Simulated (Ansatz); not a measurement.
**Rb: Rb → Ce**

Consider Rb in the bcc (W type) structure (space group Im-3m, No. 229; a = 5.575 Å).

The change: every Rb is replaced by Ce, then cell and atoms are relaxed.

Level of theory: plane-wave PAW DFT at the PBEsol level (Ansatz, a program for electronic structure, 420 eV), scalar-relativistic without spin-orbit coupling, earlier PAW set. Γ-centred 18×18×18 mesh, Fermi–Dirac width 0.05 eV, for the changed cell.

The volume per atom drops by 62.40 Å³, from 86.64 Å³ to 24.24 Å³ and the space group remains Im-3m (No. 229). The band gap stays zero.

Final structure:

```
Ce
1.0
   -1.82311     1.82311     1.82311
    1.82311    -1.82311     1.82311
    1.82311     1.82311    -1.82311
Ce
1
Cartesian
  0.00000   0.00000   0.00000
```

Open 4f shells without U are poorly described, and the f state was not checked. No phonon test of stability was made. For Ce in this form, whether it has been made was not checked. Seeded moments were not kept for Rb → Ce. All final runs are without spin polarisation.
